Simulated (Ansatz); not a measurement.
## BeS (model structure, started from the rocksalt type, Fm-3m, No. 225, 2 atoms in the cell)

Computed with r²SCAN (Ansatz, an electronic-structure program, plane waves, PAW).

Run with plane-wave cutoff 560 eV, 14×14×14 k mesh, Fermi–Dirac smearing 0.01 eV, scalar-relativistic PAW data made under PBE.

Cell (relaxed at this level):

```cif
data_Be4S4
_chemical_formula_sum 'S4 Be4'
_space_group_name_H-M_alt 'Fm-3m'
_space_group_IT_number 225
_space_group_name_Hall '-F 4 2 3'
_cell_length_a 4.63406
_cell_length_b 4.63406
_cell_length_c 4.63406
_cell_angle_alpha 90.000
_cell_angle_beta 90.000
_cell_angle_gamma 90.000
loop_
_atom_site_label
_atom_site_type_symbol
_atom_site_symmetry_multiplicity
_atom_site_Wyckoff_symbol
_atom_site_fract_x
_atom_site_fract_y
_atom_site_fract_z
_atom_site_occupancy
S1 S 4 a 0.00000 0.00000 0.00000 1
Be1 Be 4 b 0.50000 0.50000 0.50000 1
```
(The calculation used a cell of 2 atoms; values per cell refer to that cell.)

```json
{
  "band_gap": "1.33 eV (indirect)",
  "smallest_direct_gap_on_the_k_points_sampled": "4.60 eV",
  "direct gap at Γ": "6.49 eV"
}
```

Note: the relaxation could raise the start's symmetry but not lower it, so the cell can be a saddle point.

A model structure was made by putting elements into a prototype or built by hand; it is no filed structure, need not be a known phase, and can be a saddle point held by its symmetry.
